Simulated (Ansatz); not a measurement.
Reference: LuPd (Pm-3m), PBEsol, DFPT electron-phonon coupling, linearised Boltzmann equation (plane waves, PAW, scalar-relativistic; Ansatz, a quantum-chemistry and plane-wave program); geometry: relaxed with this functional, without spin-orbit coupling.

LuPd has the cubic space group Pm-3m (No. 221), the CsCl type structure, Pearson symbol cP2. Lattice parameters: a = b = c = 3.392 Å, α = β = γ = 90.00°. Lu on 1a is coordinated by 8 Pd at 2.937 Å and 6 Lu at 3.392 Å. Pd on 1b is coordinated by 8 Lu at 2.937 Å and 6 Pd at 3.392 Å. (Neighbours: up to the widest gap in distance over summed covalent radii, below 1.35, at either atom.)

The resistivity at 300 K is 8.3 μΩ·cm and the mean free path at 300 K is 10.6 nm.

Replace Lu by Sc on the same sites and relax. What happens?

ScPd (Pm-3m): volume per atom 19.5 to 17.5 Å³; resistivity at 300 K rises (8.3 μΩ·cm to 11.9 μΩ·cm); mean free path at 300 K falls (10.6 nm to 7.0 nm).

Swap Lu for In, keeping the structure type. How do these values move?

PdIn (Pm-3m): volume per atom 19.5 to 17.1 Å³; resistivity at 300 K rises (8.3 μΩ·cm to 13.0 μΩ·cm); mean free path at 300 K falls (10.6 nm to 7.7 nm).

Swap Pd for Zn, keeping the structure type. How do these values move?

LuZn (Pm-3m): volume per atom 19.5 to 20.2 Å³; resistivity at 300 K rises (8.3 μΩ·cm to 30 μΩ·cm); mean free path at 300 K falls (10.6 nm to 3.9 nm).

Moves up to 11 % count as about the same. Metals; harmonic phonons alone scatter; means over directions. The mean free path is weighted by the current that each state carries. Halving the electron mesh moves these values by up to 8 %; q meshes are mostly untested. Some of the runs warned that the eigensolver left states short of its tolerance. Spin-orbit coupling is left out.

Formula and space group known from diffraction (Crystallography Open Database), not checked to be the room-temperature form: LuPd (Pm-3m), LuZn (Pm-3m), ScPd (Pm-3m). Computed structure with no diffraction record at hand here (it may be known, metastable or hypothetical): PdIn (Pm-3m). The missing spin-orbit coupling matters most for LuPd (Pm-3m), LuZn (Pm-3m).
